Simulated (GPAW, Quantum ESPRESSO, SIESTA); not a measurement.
Code comparison for NiPtF6 (R-3, 8 atoms in the cell)

Self-consistent single point.

```xyz
8
Lattice="2.4510 1.4151 4.5417 -2.4510 1.4151 4.5417 0.0000 -2.8302 4.5417" Properties=species:S:1:pos:R:3 pbc="T T T"
Ni     0.0000     0.0000     0.0000
Pt     0.0000     0.0000     6.8125
F      1.5963    -0.0421     7.9461
F     -1.5963     0.0421     5.6790
F     -0.7617     1.4035     7.9461
F      0.7617    -1.4035     5.6790
F     -0.8346    -1.3614     7.9461
F      0.8346     1.3614     5.6790
```
Moments meant for the start (each program seeds them in its own way; μB, in the order of the atoms Ni Pt F F F F F F): 2.0 0.0 0.0 0.0 0.0 0.0 0.0 0.0.

Shared settings, as Quantum ESPRESSO writes them: occupations = smearing; smearing = fermi-dirac; degauss = 0.00147 Ry; nspin = 2; K_POINTS = automatic 4 4 4 0 0 0. Potentials and cutoffs stand in the table.

```json
[
 {"code": "SIESTA", "model": "GGA PBEsol+U, numerical atomic orbitals DZP, PseudoDojo PBEsol standard norm-conserving potentials (rewritten from UPF to PSML)", "pressure (GPa)": "-4.01", "largest force (eV/Å)": "0.238", "gap on the mesh (eV)": "2.043", "size of the net moment (μB/atom)": "0.25", "cutoff": "grid 350 Ry"},
 {"code": "GPAW", "model": "PBEsol+U, GPAW PAW datasets PBEsol (made by gpaw-setup)", "pressure (GPa)": "–", "largest force (eV/Å)": "0.580", "gap on the mesh (eV)": "2.159", "size of the net moment (μB/atom)": "0.25", "cutoff": "900 eV"},
 {"code": "Quantum ESPRESSO", "model": "PBEsol+U, SSSP 1.1.2 efficiency (PBE) pseudopotentials", "pressure (GPa)": "0.57", "largest force (eV/Å)": "0.360", "gap on the mesh (eV)": "2.114", "size of the net moment (μB/atom)": "0.25", "cutoff": "50 Ry"}
]
```

Hubbard term: ortho-atomic; U Ni-3d 5 eV.

A dash marks a value that a program does not give, or that is left out as unsure.

Gaps are read on the mesh.

On SIESTA's run: spin-orbit coupling is off. With one magnetic atom in the cell only a parallel order is possible. With U or open f shells several self-consistent states can exist.

The spread over the programs that give each value: pressure within 4.58 GPa; largest force within 0.342 eV/Å; gap on the mesh within 0.116 eV; size of the net moment within 0.00 μB/atom.

SIESTA uses small atom-centred bases, whose incompleteness enters pressures, forces and empty levels differently from a plane-wave cutoff. The pressure of GPAW is left out: its cutoff lies under the one at which its stress was checked. The same U acts on different projectors in each program, which moves gaps, moments and pressures.

The starting cell comes from a database of computed structures (which also holds hypothetical and non-ambient phases and stackings), without a prior relaxation at this level.

Left out of this page: Ansatz (with a known weakness of the program).
